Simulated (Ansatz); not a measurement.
## A computed series for ZnO: response to strain

Start from ZnO in the wurtzite structure (space group P6_3mc, No. 186; a = 3.230 Å, c = 5.214 Å). Axes: x lies along a and z along c of the hexagonal cell.

Strains are applied to the cell and any free atomic positions relax; under biaxial strain the out-of-plane vector relaxes too.

Method: PBEsol (Ansatz, an electronic-structure program, PAW, spin-orbit coupling left out).

Notes on the quantities. pressure: mean of the normal stresses, compression positive.

| case | pressure | width of the top valence band | volume per atom |
|---|---|---|---|
| base | 0.00 GPa | 1.83 eV | 11.78 Å³ |
| biaxial strain +0.60 %, plane normal [001], relaxed out of plane | -0.85 GPa | 1.81 eV | 11.85 Å³ |
| biaxial strain +1.20 %, plane normal [001], relaxed out of plane | -1.69 GPa | 1.81 eV | 11.91 Å³ |
| biaxial strain +1.80 %, plane normal [001], relaxed out of plane | -2.50 GPa | 1.81 eV | 11.98 Å³ |
| biaxial strain +2.40 %, plane normal [001], relaxed out of plane | -3.28 GPa | 1.79 eV | 12.04 Å³ |
| biaxial strain +3.00 %, plane normal [001], relaxed out of plane | -4.01 GPa | 1.79 eV | 12.09 Å³ |

The levels and masses belong to the bands next to the band gap. Whether these cells are dynamically stable was not tested.
